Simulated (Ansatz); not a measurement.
**Response to strain in Pt**

The parent structure is Pt in the fcc (Cu type) structure (space group Fm-3m, No. 225; relaxed with 0.1 eV smearing).

```yaml
crystal:
  lattice:
    - [0.00000, 1.95989, 1.95989]
    - [1.95989, 0.00000, 1.95989]
    - [1.95989, 1.95989, 0.00000]
  atoms:
    - { symbol: Pt, position: [0.00000, 0.00000, 0.00000] }
```

Cartesian axes are those of the cell as printed.

Strains are applied to the cell and any free atomic positions relax; under biaxial strain the out-of-plane vector relaxes too.

Calculations: DFT with PBEsol, PAW potentials and a 420 eV plane-wave cutoff in Ansatz (an electronic-structure program), scalar-relativistic without spin-orbit coupling.

Notes on the quantities. energy relative to the base: free energy F; pressure: mean of the normal stresses, compression positive.

```csv
variant,energy relative to the base,out-of-plane strain,pressure
base,0 meV/atom,–,0.0 GPa
"biaxial strain −3.00 %, plane normal [001], relaxed out of plane",+27 meV/atom,+4.16 %,6.8 GPa
"biaxial strain −2.00 %, plane normal [001], relaxed out of plane",+11 meV/atom,+2.77 %,4.2 GPa
"biaxial strain −1.50 %, plane normal [001], relaxed out of plane",+6.1 meV/atom,+2.08 %,3.0 GPa
"biaxial strain −1.00 %, plane normal [001], relaxed out of plane",+2.6 meV/atom,+1.39 %,1.9 GPa
"biaxial strain −0.50 %, plane normal [001], relaxed out of plane",+0.6 meV/atom,+0.70 %,0.9 GPa
"biaxial strain +1.00 %, plane normal [001], relaxed out of plane",+2.3 meV/atom,-1.41 %,-1.6 GPa
"biaxial strain +1.50 %, plane normal [001], relaxed out of plane",+4.9 meV/atom,-2.12 %,-2.2 GPa
"biaxial strain +2.00 %, plane normal [001], relaxed out of plane",+8.4 meV/atom,-2.84 %,-2.8 GPa
"biaxial strain +3.00 %, plane normal [001], relaxed out of plane",+17 meV/atom,-4.31 %,-3.7 GPa
```

No phonon test of stability was made. The final runs are not spin-polarised.
